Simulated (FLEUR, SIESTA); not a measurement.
A FLEUR input for a self-consistent single point of Nb (Im-3m, 1 atom in the cell) (DFT, PBE, all-electron FLAPW (FLEUR), scalar-relativistic valence):

Input of the input generator:

```
scf Nb
&input film=f /
-3.0260467893 3.0260467893 3.0260467893
3.0260467893 -3.0260467893 3.0260467893
3.0260467893 3.0260467893 -3.0260467893
1.0
1.0 1.0 1.0

1
41 0.0000000000 0.0000000000 0.0000000000

&comp jspins=1 /
&kpt div1=11 div2=11 div3=11 /
&end /
```

```xml
<?xml version="1.0" encoding="UTF-8" standalone="no"?>
<fleurInput fleurInputVersion="0.39">
   <comment>
      scf Nb                                                                                              
   </comment>
   <calculationSetup>
      <cutoffs Kmax="4.0" Gmax="12.0" GmaxXC="12.0" numbands="0"/>
      <scfLoop itmax="60" minDistance="0.00001" maxIterBroyd="15" imix="Anderson" alpha="0.05" precondParam="0.0" spinf="2.0"/>
      <coreElectrons ctail="T" frcor="F" kcrel="0" coretail_lmax="0"/>
      <xcFunctional name="pbe" relativisticCorrections="F"/>
      <magnetism jspins="1"/>
      <soc l_soc="F" theta="0.0" phi="0.0" spav="F"/>
      <expertModes spex="0" secvar="F"/>
      <geometryOptimization l_f="T" forcealpha="1.0" forcemix="BFGS" epsdisp="0.00001" epsforce="0.00001"/>
      <ldaU l_linMix="F" mixParam="0.05" spinf="1.0"/>
   </calculationSetup>
   <cell>
      <bzIntegration valenceElectrons="13.0" mode="gauss" fermiSmearingEnergy="0.00183747">
         <kPointListSelection listName="default-1"/>
         <!-- k-points included here -->
         <xi:include xmlns:xi="http://www.w3.org/2001/XInclude" href="kpts.xml"> </xi:include>
      </bzIntegration>
      <!-- symmetry operations included here -->
      <xi:include xmlns:xi="http://www.w3.org/2001/XInclude" href="sym.xml"> </xi:include>
      <bulkLattice scale="1.0">
         <bravaisMatrix>
            <row-1>   -3.0260467893000000     3.0260467893000000     3.0260467893000000</row-1>
            <row-2>    3.0260467893000000    -3.0260467893000000     3.0260467893000000</row-2>
            <row-3>    3.0260467893000000     3.0260467893000000    -3.0260467893000000</row-3>
         </bravaisMatrix>
      </bulkLattice>
   </cell>
   <atomSpecies>
      <species name="Niobium (Nb)" element="Nb" atomicNumber="41">
         <mtSphere radius="2.50" gridPoints="863" logIncrement="0.015"/>
         <atomicCutoffs lmax="10" lnonsphr="8"/>
         <electronConfig flipSpins="F">
            <coreConfig>(1s1/2) (2s1/2) (2p1/2) (2p3/2) (3s1/2) (3p1/2) (3p3/2) (3d3/2) (3d5/2)</coreConfig>
            <valenceConfig>(4s1/2) (4p1/2) (4p3/2) (5s1/2) (4d3/2) (4d5/2)</valenceConfig>
            <stateOccupation state="(5s1/2)" spinUp="0.5" spinDown="0.5"/>
            <stateOccupation state="(4d3/2)" spinUp="0.8" spinDown="0.8"/>
            <stateOccupation state="(4d5/2)" spinUp="1.2" spinDown="1.2"/>
         </electronConfig>
         <energyParameters s="5" p="5" d="4" f="4"/>
         <lo type="SCLO" l="0" n="4" eDeriv="0"/>
         <lo type="SCLO" l="1" n="4" eDeriv="0"/>
      </species>
   </atomSpecies>
   <atomGroups>
      <atomGroup species="Niobium (Nb)">
         <relPos label="                   1">.0000000000 .0000000000 .0000000000</relPos>
         <force calculate="T" relaxXYZ="TTT"/>
      </atomGroup>
   </atomGroups>
   <output dos="F" band="F" slice="F">
      <checks vchk="F" cdinf="F"/>
      <bandDOS minEnergy="-.5*Htr" maxEnergy="0.5*Htr" sigma="0.015" storeEVData="T"/>
      <vacuumDOS vacdos="F" integ="F" star="F" nstars="0" locx1="0.0" locy1="0.0" locx2="0.0" locy2="0.0" nstm="0" tworkf="0.0"/>
      <unfoldingBand unfoldBand="F" supercellX="1" supercellY="1" supercellZ="1"/>
      <plotting iplot="0" polar="F">
         <plot TwoD="T" vec1="  1.0  0.0  0.0" vec2="  0.0  1.0  0.0" vec3="  0.0  0.0  1.0" zero="  0.0  0.0  0.0" file="plot"/>
      </plotting>
      <chargeDensitySlicing numkpt="0" minEigenval="0.0" maxEigenval="0.0" nnne="0" pallst="F"/>
      <specialOutput eonly="F"/>
      <magneticCircularDichroism mcd="F" energyLo="-10.0" energyUp="0.0"/>
   </output>
  <!-- We include the file relax.xml here to enable relaxations (see documentation) -->
  <xi:include xmlns:xi="http://www.w3.org/2001/XInclude" href="relax.xml"> <xi:fallback/> </xi:include>
</fleurInput>
```

Task: Write the same calculation as an input for SIESTA.

Result: One input that does it (others would too):

```
# files in the folder: Nb.psml (PseudoDojo PBE standard)
SystemName  Nb
SystemLabel Nb

NumberOfAtoms                1
NumberOfSpecies              1
%block ChemicalSpeciesLabel
  1 41 Nb
%endblock ChemicalSpeciesLabel
LatticeConstant              2.773559 Ang
%block LatticeVectors
    -0.577350256    0.577350256    0.577350256
     0.577350256   -0.577350256    0.577350256
     0.577350256    0.577350256   -0.577350256
%endblock LatticeVectors
AtomicCoordinatesFormat      ScaledCartesian
%block AtomicCoordinatesAndAtomicSpecies
     0.000000000    0.000000000    0.000000000  1
%endblock AtomicCoordinatesAndAtomicSpecies

XC.functional                GGA
XC.authors                   PBE
PAO.BasisSize                DZP
PAO.EnergyShift              0.01 Ry
MeshCutoff                   400 Ry
%block kgrid.MonkhorstPack
   11   0   0  0.0
    0  11   0  0.0
    0   0  11  0.0
%endblock kgrid.MonkhorstPack
OccupationFunction           MP
OccupationMPOrder            0
ElectronicTemperature        50.0 meV

MaxSCFIterations             150
SCF.Mixer.Method             Pulay
SCF.Mixer.Weight             0.25
SCF.Mixer.History            8
SCF.DM.Tolerance             1.0E-04
Diag.ParallelOverK           true
WriteForces                  true
```

Basis settings and potentials, where a program has them, do not carry over. This input uses DFT, GGA PBE, numerical atomic orbitals DZP, PseudoDojo PBE standard norm-conserving potentials (rewritten from UPF to PSML).

The starting cell has typed, rounded lattice constants, without a prior relaxation at this level. Its lattice was rescaled by a random factor within 2.5 % of one. For this run, on top of that: lattice scaled by 0.98.
